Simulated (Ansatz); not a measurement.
**A computed series for TiZnO3: pressure series**

Take TiZnO3 (space group R-3, No. 148; a = 5.061 Å, c = 13.823 Å (hexagonal axes); a cell from a computed database, its experimental status unchecked) as the base.

Cell and atoms are relaxed at each pressure.

Level of theory: Ansatz (a program for electronic structure) PBEsol, no spin-orbit coupling.

```json
[
 {"pressure (GPa)": "-2", "volume per atom (Å³/atom)": "10.333"},
 {"pressure (GPa)": "-1", "volume per atom (Å³/atom)": "10.275"},
 {"pressure (GPa)": "0", "volume per atom (Å³/atom)": "10.220"},
 {"pressure (GPa)": "0.3", "volume per atom (Å³/atom)": "10.203"},
 {"pressure (GPa)": "0.7", "volume per atom (Å³/atom)": "10.181"},
 {"pressure (GPa)": "3", "volume per atom (Å³/atom)": "?"},
 {"pressure (GPa)": "5", "volume per atom (Å³/atom)": "9.964"},
 {"pressure (GPa)": "7.5", "volume per atom (Å³/atom)": "9.848"},
 {"pressure (GPa)": "10", "volume per atom (Å³/atom)": "9.739"}
]
```

Fit the third-order Birch–Murnaghan form P(V) = (3B₀/2)[(V₀/V)^(7/3) − (V₀/V)^(5/3)]·[1 + (3/4)(B₀′ − 4)((V₀/V)^(2/3) − 1)] (squares taken in P) to the rows shown and predict the withheld row.

Least squares on the printed values gives V₀ = 10.220 Å³/atom, B₀ = 186 GPa, B₀′ = 4.5; this predicts 10.062 Å³/atom, and the run gives 10.062 Å³/atom, in agreement.

Load acts through the strain it causes; cell and atoms are relaxed under it. No phonon test of stability was made. No other phases were tried under pressure. The final runs are not spin-polarised.
